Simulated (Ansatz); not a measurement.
## SnSb: pressure series

Consider SnSb in the rock salt structure (space group Fm-3m, No. 225; a = 6.087 Å).

Cell and atoms are relaxed at each pressure.

The values are results of Ansatz (an electronic-structure program), PBEsol, PAW, cutoff 420 eV, without spin-orbit coupling, not measurements.

```csv
P (GPa),V (Å³/atom)
-2.02,29.254
-1.00,28.687
0.30,28.048
0.70,27.868
1.48,27.531
3.00,26.944
5.01,26.262
7.50,25.530
10.01,24.886
```

### Question
Fit a third-order Birch–Murnaghan equation of state.

### Answer
Least squares on P(V) = (3B₀/2)[(V₀/V)^(7/3) − (V₀/V)^(5/3)]·[1 + (3/4)(B₀′ − 4)((V₀/V)^(2/3) − 1)] gives V₀ = 28.19 Å³/atom, B₀ = 60 GPa and B₀′ = 4.8.

Load acts through the strain it causes; cell and atoms are relaxed under it. Stability against distortions was not tested. Competing high-pressure phases were not computed. The final runs are not spin-polarised. An odd electron count without spin: SnSb.
